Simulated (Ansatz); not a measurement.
Take Pd in the fcc (Cu type) structure (space group Fm-3m, No. 225; relaxed with 0.1 eV smearing) as the base.

```
Pd
1.0
    0.00000     1.92070     1.92070
    1.92070     0.00000     1.92070
    1.92070     1.92070     0.00000
Pd
1
Direct
  0.00000   0.00000   0.00000
```

Cartesian axes are those of the cell as printed.

Level of theory: LDA (Ansatz, an electronic-structure program, PAW, no spin-orbit coupling).

For the base:

| Property | Result |
|---|---|
| Pressure | 0.0 GPa |

One thing is altered: the cell is compressed by 0.50 % along z with no lateral relaxation; the atoms relax in the strained cell.

Question: Estimate the effect on the energy relative to the base and pressure.

Answer: The energy grows by 0.3 meV/atom; the pressure (mean of the normal stresses, compression positive) goes from zero to 1.1 GPa.

Whether these cells are dynamically stable was not tested. The final runs are not spin-polarised.
